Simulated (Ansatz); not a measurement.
Fluorite PbF2 (high-temperature phase), treated with HSE06+SOC (PAW; Ansatz, a quantum-chemistry and plane-wave program).

Run with plane-wave cutoff 460 eV, 8×8×8 k mesh, Fermi–Dirac smearing 0.01 eV, PAW data made under PBE.

Cell (measured lattice):

```yaml
crystal:
  lattice:
    - [-2.96530, -2.96530, 0.00000]
    - [-2.96530, 0.00000, -2.96530]
    - [0.00000, -2.96530, -2.96530]
  atoms:
    - { symbol: Pb, position: [0.00000, 0.00000, 0.00000] }
    - { symbol: F, position: [0.25000, 0.25000, 0.25000] }
    - { symbol: F, position: [0.75000, 0.75000, 0.75000] }
```

What does this level give for the band gap, smallest direct gap on the k points sampled and direct gap at Γ?


band gap: 5.34 eV (on the SCF k mesh) (indirect)
smallest direct gap on the k points sampled: 5.47 eV
direct gap at Γ: 9.00 eV

Note: cell and atoms aren't relaxed at this level (pressure 0.7 GPa).

Computed values are for the static lattice.
